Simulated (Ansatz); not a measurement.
Cell and atoms of amorphous Hf18O39B2:

```xyz
59
Lattice="8.8850 0.0503 -0.2806 0.0503 9.1504 -0.4099 -0.2806 -0.4099 9.3835" Properties=species:S:1:pos:R:3 pbc="T T T"
Hf     2.4493     2.6904     7.6697
Hf     7.8878     4.3211     1.9857
Hf     2.2185     3.7845     2.1335
Hf     5.9591     2.1190     0.4777
Hf     8.4453     3.0337     4.9752
Hf     6.5355     5.8357     5.4859
Hf     5.2844     5.8732     1.9723
Hf    -0.0751     1.2831     8.9845
Hf     4.0113     7.6832     4.6223
Hf     5.5922     7.6056     8.2161
Hf     5.6468     2.1461     6.5743
Hf     0.4218     6.5423     4.2032
Hf     1.1790     0.8664     3.3798
Hf     2.8471     6.4932    -0.2752
Hf     0.0899     7.9299     0.8170
Hf     6.6742     0.2189     4.0870
Hf     8.6510     4.8198     7.5368
Hf     3.9441     0.1669     2.0439
O      2.0169     4.6551     7.7240
O      0.3765     8.3465     8.1979
O      5.2327     0.2700     5.5532
O      3.9171     3.0799     6.0330
O      2.9229     0.0325     3.9775
O      4.9993     5.8927     4.0437
O      0.0234     5.2611     5.9177
O      7.1400     6.2711     7.5279
O      6.7851     3.9297     6.5409
O      1.7551     2.6329     5.5259
O      6.6122     2.1495     4.7964
O      2.5949     7.5348     7.6450
O      0.4738     0.8295     1.4655
O      0.4124     2.8819     3.2225
O      7.2339     8.7185     0.0769
O      1.8519     0.7108     7.8031
O      4.7208     0.4269     0.1254
O      0.2608     8.1253     2.8383
O      8.6404     0.9505     4.5556
O      6.7129     1.1189     8.0107
O      2.1668     6.9849     4.8499
O      7.8705     3.0372     0.4089
O      3.3758     5.2530     1.3678
O      0.0685     2.7340     7.3644
O      0.7809     6.1631     0.0521
O      7.2651     6.1854     1.5348
O      7.3829     4.5656     3.9107
O      3.0578     3.9291     3.9449
O      5.8177     3.9180     1.6335
O      1.6799     3.1328     0.1781
O      7.4602     7.4473     4.5674
O      2.8756     1.8505     2.2264
O      5.0375     7.0667     6.3081
O      4.3985     2.4929     8.4314
O      2.4749     8.0552     1.0006
O      5.8830     1.1512     2.3802
O      0.8193     5.3049     2.6672
O      4.9237     6.7330     0.0122
O      5.1210     7.9632     2.7620
B      1.6862     8.5294     7.7181
B      2.9237     3.2423     5.0678
```

Computed with PBE, scalar-relativistic without spin-orbit coupling (plane waves to 420 eV, PAW; Ansatz, a first-principles code).

A CHGNet melt-quench gave the starting glass, which DFT then relaxed. O atoms were pushed apart under 1.9 Å during the dynamics, to hinder bonds among them. The hot cell started wider than the set density and was brought back towards it in steps. It is the lowest in DFT energy of 2 quenches. It is a model cell: composition and starting density were chosen by hand, and all elements were melted together. No dispersion term was used. Its density started from a set value of 8.42 and ended at 8.42 g/cm³. The quench (nominally 450 K/ps over its main leg) was far faster than any real one, so the model tends to hold more defects than a real film. A cell of this size samples the disorder only roughly. The volume was held where the preparation left it and the shape relaxed, at a PBE pressure of 1.4 GPa. Stress components on the final sampling reach 1.5 GPa.

Cut-offs for bonds: Hf-Hf 3.34 Å, Hf-O 2.56 Å, Hf-B 2.60 Å, O-O 1.58 Å, O-B 1.80 Å, B-B 1.97 Å. Two cations that share two anions don't count as bonded, nor two that share one unless they lie closer than Hf-Hf 3.25 Å, Hf-B 2.53 Å, B-B 1.80 Å.

Give the coordination numbers, mean bond lengths and angles.


```json
{
 "Mean coordination of Hf by anions": "6.17 (2 with 5, 12 with 6, 3 with 7, 1 with 8)",
 "Mean coordination of O": "3.00 (5 with 2, 29 with 3, 5 with 4)",
 "Mean coordination of B by anions": "3.00 (2 with 3)",
 "Mean Hf-O bond": "2.130 Å (spread 0.104 Å, 111 counted)",
 "Mean O-B bond": "1.376 Å (spread 0.030 Å, 6 counted)",
 "Bond angle at Hf": "mean 102.6°, spread 29.0°",
 "Bond angle at O": "mean 114.3°, spread 20.5°",
 "Bond angle at B": "mean 120.0°, spread 7.5°"
}
```

List the pairs of like atoms that count as bonded by the rules above.

There are none by these rules.
